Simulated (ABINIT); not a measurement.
# Several settings converged on CaHg (P4mm, 2 atoms in the cell)

```
CELL_PARAMETERS angstrom
      3.77342     0.00000     0.00000
      0.00000     3.77342     0.00000
      0.00000     0.00000     3.77342
ATOMIC_POSITIONS crystal
  Ca 0.00000 0.00000 0.01325
  Hg 0.50000 0.50000 0.50000
```

Base method: PBEsol, norm-conserving pseudopotentials (PseudoDojo nc-sr-04 PBEsol standard) (plane waves; ABINIT).

Base settings: pseudos = [Ca.upf, Hg.upf]; ecut = 34 Ha; occopt = 7; tsmear = 0.00367493 Ha; ngkpt = 3 3 3; nshiftk = 1; shiftk = 0 0 0; potentials = PseudoDojo nc-sr-04 PBEsol standard; nband = 21; kptopt = 1.

The count of work is k-points × plane waves × bands × iterations; it is no time. 

**The cutoff for other potential files**

Level: DFT, PBEsol, plane waves, norm-conserving pseudopotentials (PseudoDojo nc-fr-04 PBEsol standard).

In this ladder: potentials = PseudoDojo nc-fr-04 PBEsol standard.

The second cell is the first with its lattice scaled by 0.98.

The mesh stays at the base's, so the ladder's end is converged at best in this setting alone.

Only quantities that move along the ladder and can be compared are tabulated.

| ecut | free energy less the last step's (meV/atom) | energy of the compressed cell less the first (meV/atom) | pressure (GPa) | count of work / last |
|---|---|---|---|---|
| 15 Ha | 4621.64 | 58.99 | -103.70 | 0.094 |
| 19 Ha | 992.23 | 14.29 | -29.55 | 0.15 |
| 24 Ha | 114.35 | 11.47 | -4.71 | 0.19 |
| 29 Ha | 9.01 | 12.93 | -0.24 | 0.25 |
| 34 Ha | 0.93 | 13.10 | 0.31 | 0.32 |
| 41 Ha | 0.46 | 13.12 | 0.33 | 0.42 |
| 51 Ha | 0.21 | 13.11 | 0.34 | 0.59 |
| 68 Ha | 0.00 | 13.11 | 0.34 | 1.0 |

Coarsest ecut that holds the pressure within 0.1 GPa of the last step, with all finer ones: 34 Ha, at 0.32 of the last step's count of work; the step before is off by 0.57 GPa.

Coarsest ecut that holds the energy of the compressed cell less the first within 2 meV/atom of the last step, with all finer ones: 19 Ha, at 0.15 of the last step's count of work; the step before is off by 46 meV/atom.

Coarsest ecut that holds the free energy within 5 meV/atom of the last step, with all finer ones: 34 Ha, at 0.32 of the last step's count of work; the step before is off by 9.0 meV/atom.

The energy difference between the two cells stays within 1 meV/atom of the last step's from 29 Ha on, the total only from 34 Ha on: much of the error is common to both cells and cancels.

At the lowest cutoff the pressure lies 104 GPa under the last step's, the usual sign of Pulay stress in an incomplete plane-wave basis.

**The setting fft**

The mesh stays at the base's, so the ladder's end is converged at best in this setting alone.

Only quantities that move along the ladder and can be compared are tabulated.

| boxcutmin | free energy less the last step's (meV/atom) | pressure (GPa) | largest difference of a force vector from the last step's (eV/Å) |
|---|---|---|---|
| 1.2 | -1.29 | 0.60 | 0.022 |
| 1.5 | -0.01 | 0.51 | 0.001 |
| 1.8 | 0.01 | 0.51 | 0.000 |
| 2.5 | 0.00 | 0.51 | 0.000 |

Coarsest boxcutmin that holds the pressure within 0.05 GPa of the last step, with all finer ones: 1.5; the step before is off by 0.09 GPa.

Coarsest boxcutmin that holds the forces within 0.005 eV/Å of the last step, with all finer ones: 1.5; the step before is off by 0.022 eV/Å.

Coarsest boxcutmin that holds the free energy within 0.5 meV/atom of the last step, with all finer ones: 1.5; the step before is off by 1.3 meV/atom.

On the base run: the starting cell comes from a database of computed structures (which also holds hypothetical and non-ambient phases and stackings), without a prior relaxation at this level. Its lattice was rescaled by up to half a per cent. One atom was moved a little off its site on purpose. Without a gap this mesh is coarse (it stands for a supercell whose shortest vector is 11 Å).
